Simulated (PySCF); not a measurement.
PySCF 2.14.0, unrestricted BP86/def2-svp, df: Si(Br)2 anion (Br[Si]Br), charge -1, multiplicity 2, 3 atoms. The geometry is a generated start, not checked to be a minimum at this level.

- task: energy
- method: bp86
- basis: def2-svp
- two-electron scheme: density fitting
- mol.max_memory: 3000 MB
- mf.max_cycle: 100
- mf.init_guess: minao (default)
- mf.DIIS: CDIIS (default)
- mf.diis_space: 8 (default)
- mf.conv_tol: 1e-09 (default)
- mf.grids.level: 3 (default)
- basis functions: 82
- grid points: 60032

```xyz
3

Si     0.0310     0.0166     0.9629
Br     0.9532    -1.4507    -0.4893
Br    -0.9842     1.4340    -0.4736
```

Charge -1 and multiplicity 2 are set for this test and not shown to be the ground state.

One run each on 2 threads, 1 BLAS thread. Values of level_shift (Hartree) tried: 0 (default), 0.1, 0.3, 1.

### Question
How does the count of Fock builds change with level_shift (Hartree), and where is it least?

### Answer
Fewest Fock builds, within one of each other: 0 (default) with 12, 0.1 with 13. The count rises to 41 at 1. All converge to one solution.

```json
[
 {"level_shift (Hartree)": "0 (default)", "Fock builds": "12", "end": "same solution"},
 {"level_shift (Hartree)": "0.1", "Fock builds": "13", "end": "same solution"},
 {"level_shift (Hartree)": "0.3", "Fock builds": "17", "end": "same solution"},
 {"level_shift (Hartree)": "1", "Fock builds": "41", "end": "same solution"}
]
```
